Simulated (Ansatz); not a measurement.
Pressure series in MgS

Take MgS in the rock salt structure (space group Fm-3m, No. 225) as the base.

```yaml
crystal:
  lattice:
    - [0.00000, 2.60157, 2.60157]
    - [2.60157, 0.00000, 2.60157]
    - [2.60157, 2.60157, 0.00000]
  atoms:
    - { symbol: S, position: [0.00000, 0.00000, 0.00000] }
    - { symbol: Mg, position: [0.50000, 0.50000, 0.50000] }
```

Cell and atoms are relaxed at each pressure.

All numbers come from r2SCAN (Ansatz, an electronic-structure program; PAW; 500 eV plane waves; no spin-orbit coupling).

```csv
pressure (GPa),volume per atom (Å³/atom)
-2,18.078
-1,?
0,17.608
0.3,17.542
0.7,17.456
1.5,17.291
5,16.648
7.5,16.252
10,15.898
```

Task: Fit the third-order Birch–Murnaghan form P(V) = (3B₀/2)[(V₀/V)^(7/3) − (V₀/V)^(5/3)]·[1 + (3/4)(B₀′ − 4)((V₀/V)^(2/3) − 1)] (squares taken in P) to the rows shown and predict the withheld row.

Result: Least squares on the printed values gives V₀ = 17.607 Å³/atom, B₀ = 79.8 GPa, B₀′ = 4.0; this predicts 17.835 Å³/atom, and the run gives 17.835 Å³/atom, in agreement.

Measured bulk modulus of MgS: 81 GPa (static lattice; corrected from measurement; as listed in Tamar Goldzak et al., The Journal of Chemical Physics (2022)); the computed value is 1 % below it.

Load acts through the strain it causes; cell and atoms are relaxed under it. No phonon test of stability was made. No other phases were tried under pressure.
